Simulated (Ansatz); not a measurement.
Start from C in the diamond structure (space group Fd-3m, No. 227).

```
CELL_PARAMETERS angstrom
      0.00000     1.78014     1.78014
      1.78014     0.00000     1.78014
      1.78014     1.78014     0.00000
ATOMIC_POSITIONS crystal
  C  0.50000 0.50000 0.50000
  C  0.75000 0.75000 0.75000
```

Cartesian axes are those of the cell as printed.

All numbers come from r2SCAN, PAW, 500 eV (Ansatz, a program for electronic structure; without spin-orbit coupling).

It is then changed as follows: tensor shear ε_xy = +0.96 % (engineering shear γ = 0.0192); the atoms relax in the strained cell.

Task: Predict the stress tensor and what it implies for the stiffness.

Result: Stress of the strained cell less that of the base (GPa, compression positive):
```
   0.27  -11.27    0.00
 -11.27    0.27    0.00
   0.00    0.00    0.02
```

Then −Δσ/γ with γ = 2ε = 0.0192 gives relaxed-ion elastic constants: C66 ≈ 587 GPa.

Whether these cells are dynamically stable was not tested.
